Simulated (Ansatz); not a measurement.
The starting structures come from a database of crystals and need not be the phases stable at ambient conditions.

Here is the system:

```xyz
12
Lattice="4.3012 0.0000 0.0000 2.1506 12.9321 0.0000 0.0000 0.7153 4.2413" Properties=species:S:1:pos:R:3 pbc="T T T"
Ba     4.3012     9.2345     2.8046
Ba     2.1506     4.4129     1.4367
Ba     2.1506     0.3576     2.1207
In     4.3012     2.7883     3.8917
In     2.1506    10.8591     0.3496
Cl     2.1506     7.7718     0.8703
Cl     4.3012     5.8756     3.3710
O      4.3012    10.5666     0.3989
O      2.1506     3.0808     3.8424
O      2.1506    10.9242     2.5196
O      4.3012     2.7232     1.7217
O      0.0000     0.0000     0.0000
```

Space group of this cell: I4/mmm. The cell is taken as given; by r2SCAN its mean pressure is -3.2 GPa.

Transport runs along the normal of the first two printed cell vectors, the (101) plane of the conventional cell.

The gap is the functional's own. No spin-orbit coupling. Mid-gap values are interpolated on the energy grid.

Predict the band gap and the smallest decay constant κ at mid-gap from r2SCAN run with Ansatz (an electronic-structure program).

Gap 1.95 eV on a 8×8×8 mesh; κ = 0.217 1/Å, at the zone centre.
